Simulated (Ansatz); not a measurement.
The parent structure is Nb in the bcc (W type) structure (space group Im-3m, No. 229; a = 3.3096 Å).

Levels (all Ansatz, a program for electronic structure, PAW): PBE (420 eV, no spin-orbit coupling); r2SCAN (500 eV, spin-orbit coupling left out).

The geometry is relaxed with PBE.

| Property | Value |
|---|---|
| PBE pressure | 0.0 GPa |

Task: How does going to r2SCAN change the pressure?

Result: The pressure goes from zero to -1.1 GPa.

Single points use the geometry relaxed with PBE. Their cutoffs differ, which shifts pressures a little. No phonon test of stability was made. All final runs are without spin polarisation.
